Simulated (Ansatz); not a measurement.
# Element substitutions in Ba

Take Ba in the bcc (W type) structure (space group Im-3m, No. 229) as the base.

```yaml
crystal:
  lattice:
    - [-2.53437, 2.53437, 2.53437]
    - [2.53437, -2.53437, 2.53437]
    - [2.53437, 2.53437, -2.53437]
  atoms:
    - { symbol: Ba, position: [0.00000, 0.00000, 0.00000] }
```

Each row replaces one element on all its sites; cell and atoms are relaxed.

Calculations: r2SCAN in Ansatz (plane waves to 500 eV, PAW, spin-orbit coupling left out).

Candidates:
(a) Ba → Rb
(b) Ba → Cs
(c) Ba → Yb

Before the change:

| Property | Result |
|---|---|
| Volume per atom | 65.11 Å³ |

Task: Order them by volume per atom, highest first.

Result: (b) Ba → Cs (122.59 Å³), (a) Ba → Rb (95.10 Å³), (c) Ba → Yb (33.74 Å³)

The state of the 4f shell was not checked for lower solutions. No phonon test of stability was made. For Yb in this form, whether it has been made was not checked. Seeded moments were not kept for Ba → Yb. The final runs are not spin-polarised. This is not the structure that Yb has at room temperature and ambient pressure.

Ansatz is a program for electronic structure.
